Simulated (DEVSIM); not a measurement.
System: abrupt GaP p-n junction, at 250 K.

```csv
layer (left to right),material,thickness (μm),Nd (cm⁻³),Na (cm⁻³),τn (s),τp (s)
1,GaP,5.80,-,3.6e16,1.4e-7,1.4e-7
2,GaP,1.60,1.8e16,-,1.4e-7,1.4e-7
```

Left contact: ohmic. Right contact: ohmic. Voltage is applied to the left contact. Recombination: SRH at mid-gap, Auger. Mobility is μmin + (μ − μmin)/(1 + (N/Nref)^α).

The device is made up for the run: typed textbook-type constants, with dimensions and the other settings drawn at random. Values at 300 K; Nc and Nv go as T^1.5, mobilities as T to minus their exponent, the gap by Varshni's rule with the affinity fixed.

```
parameter             GaP
----------------  -------
gap (eV)             2.26
affinity (eV)         3.8
permittivity         11.1
Nc (cm⁻³)          1.8e19
Nv (cm⁻³)          1.9e19
μn (cm²/Vs)           250
μp (cm²/Vs)           150
μn,min                 10
μp,min                 10
Nref,n             4.4e18
Nref,p               1e18
αn                    0.8
αp                   0.85
T exponent of μn      1.6
T exponent of μp     1.98
Cn (cm⁶/s)          1e-30
Cp (cm⁶/s)          1e-30
Varshni α (eV/K)  0.00058
Varshni β (K)         372
```

Model (solved in DEVSIM): 1D drift-diffusion, Boltzmann statistics, complete ionisation; no tunnelling, impact ionisation, image-force lowering or self-heating.

Base results: dark forward voltage at 1 A/cm² (V) 1.893; dark forward voltage at 100 A/cm² (V) 2.031; largest field in the device at zero bias (V/cm) 88000; potential step across the device at zero bias (V) 2.007.

What follows from this one change: doping Na of layer 1 3.6e+16 → 1.1e+15 cm^-3?

dark forward voltage at 1 A/cm² 1.893 → 1.855 V; dark forward voltage at 100 A/cm² 2.031 → 2.082 V; largest field in the device at zero bias 88000 → 25000 V/cm; potential step across the device at zero bias 2.007 → 1.932 V.

What follows from this one change: thickness of layer 1 5.8 → 3.5 μm?

dark forward voltage at 1 A/cm² little changed (1.890 V); dark forward voltage at 100 A/cm² 2.031 → 2.015 V; largest field in the device at zero bias little changed (88000 V/cm); potential step across the device at zero bias little changed (2.007 V).

What follows from this one change: thickness of layer 2 1.6 → 4.8 μm?

dark forward voltage at 1 A/cm² 1.893 → 1.909 V; dark forward voltage at 100 A/cm² 2.031 → 2.048 V; largest field in the device at zero bias little changed (88000 V/cm); potential step across the device at zero bias little changed (2.007 V).
